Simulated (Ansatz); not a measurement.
Candidates (primitive cells; geometry: cell and atoms relaxed with PBEsol):
A. BaS$_{2}$ (C2/c), a = b = 5.1165 Å, c = 8.9716 Å, α = β = 114.47°, γ = 54.67°
B. BaS (Fm-3m), a = 4.4773 Å, b = 4.4773 Å, c = 4.4773 Å, α = 60.00°, β = 60.00°, γ = 60.00°
C. GaAs (F-43m), a = b = c = 4.002 Å, α = β = γ = 60.00°
D. ZnSe (F-43m), a = 3.9835 Å, b = 3.9835 Å, c = 3.9835 Å, α = 60.00°, β = 60.00°, γ = 60.00°

Order them by hole conductivity mass (highest first) at the level PBEsol with spin-orbit coupling, rigid bands (Ansatz, an electronic-structure program).

A (1.85 mₑ), B (0.91 mₑ), D (0.66 mₑ), C (0.41 mₑ)

Masses are for dilute carriers at 300 K, harmonic means over directions unless an axis is named.

Formula and space group known from diffraction (Crystallography Open Database), not checked to be the room-temperature form: BaS (Fm-3m), BaS2 (C2/c).
